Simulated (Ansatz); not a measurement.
PbSe, pressure series

Start from PbSe in the rock salt structure (space group Fm-3m, No. 225; a = 6.217 Å).

Cell and atoms are relaxed at each pressure.

Calculations: PBE (Ansatz, a program for electronic structure, PAW, scalar-relativistic without spin-orbit coupling).

Notes on the quantities. enthalpy: H = E + PV relative to the base's energy.

```csv
variant,band gap,enthalpy,lattice parameter a
base,0.43 eV,–,6.217 Å
pressure −2 GPa,0.56 eV,-0.38 eV/atom,6.317 Å
pressure −1 GPa,0.50 eV,-0.19 eV/atom,[?]
pressure 3 GPa,0.25 eV,+0.55 eV/atom,[?]
pressure 7 GPa,zero,+1.23 eV/atom,5.981 Å
pressure 50 GPa,zero,+7.24 eV/atom,5.394 Å
pressure 75 GPa,zero,+10.15 eV/atom,[?]
pressure 100 GPa,zero,+12.84 eV/atom,[?]
```

Q: Fill in the withheld entries from the trend.

A: 
- pressure −1 GPa, lattice parameter a: 6.265 Å
- pressure 3 GPa, lattice parameter a: 6.101 Å
- pressure 75 GPa, lattice parameter a: 5.228 Å
- pressure 100 GPa, lattice parameter a: 5.102 Å

A case with no gap was solved on a k-mesh chosen for an insulator, which is coarse for it. With Pb present, leaving out spin-orbit coupling can change the band edges. Load acts through the strain it causes; cell and atoms are relaxed under it. Whether these cells are dynamically stable was not tested. Competing high-pressure phases were not computed. The final runs are not spin-polarised. Gaps under 0.05 eV, about the width of the smearing, are given as zero. A zero or small gap of PbSe under pressure 3 GPa, PbSe under pressure 7 GPa, PbSe under pressure 50 GPa and PbSe under pressure 75 GPa can be the functional's error rather than a property of the material.
